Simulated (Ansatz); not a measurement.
Ge_Si in alpha quartz: one set of geometries, relaxed with PBE, evaluated in Ansatz (PAW, plane waves to 420 eV, 500 eV under r2SCAN) with PBE, r2SCAN.

Set-up: 72-site cell; 2×2×2 Γ-centred k-points; start: the Si site; charged states image-corrected; energies good to tenths of an eV; flagged in the runs: a doubtful potential alignment, a host whose relaxation on this sampling wasn't shown to rest, a strain field that reaches the edge of the cell.

```tsv
quantity	PBE	r2SCAN
host gap (eV)	5.68	[?]
ε(0/−1) above the VBM (eV)	5.48	[?]
neutral formation energy against germanium, silicon (eV)	3.71	[?]
largest moment on one atom at charge −1 (μB)	0.14	[?]
```

### Question
Given the lower rungs, what does r2SCAN give?

### Answer

- host gap (eV), r2SCAN: 6.32
- ε(0/−1) above the VBM (eV), r2SCAN: 6.09
- neutral formation energy against germanium, silicon (eV), r2SCAN: 3.89
- largest moment on one atom at charge −1 (μB), r2SCAN: 0.15

Ansatz is a quantum-chemistry and plane-wave program.
